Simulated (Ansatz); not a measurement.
Results of PBEsol+SOC (plane waves, PAW; Ansatz, an electronic-structure program) for fluorite PtAl₂.

Settings: plane-wave cutoff 520 eV, 16×16×16 k mesh, Fermi–Dirac smearing 0.05 eV, PAW data made under PBE.

Computed at the level's own relaxed cell.

### Question
Predict the volume per atom, bulk modulus, equilibrium lattice constant a and pressure derivative B′ of the bulk modulus.

### Answer

- volume per atom: 17.02 Å³/atom
- bulk modulus: 140 GPa
- equilibrium lattice constant a: 5.889 Å
- pressure derivative B′ of the bulk modulus: 4.4

The run finds no gap.

Measured, for comparison: lattice constant a 5.91 Å (temperature not stated, copied from a table, unchecked, no zero-point or thermal correction; as tabulated in Crystal Structures 1, 239 (1963)). Computed (rounded) less measured: lattice constant a not scored (unchecked). A static lattice is as a rule a little smaller and stiffer than an uncorrected measurement, which narrows the difference in the lattice constant a and would widen misses of the other sign.

The computed numbers hold no vibrational or temperature effects.

It cost very roughly 2.5 core-minutes of CPU time.
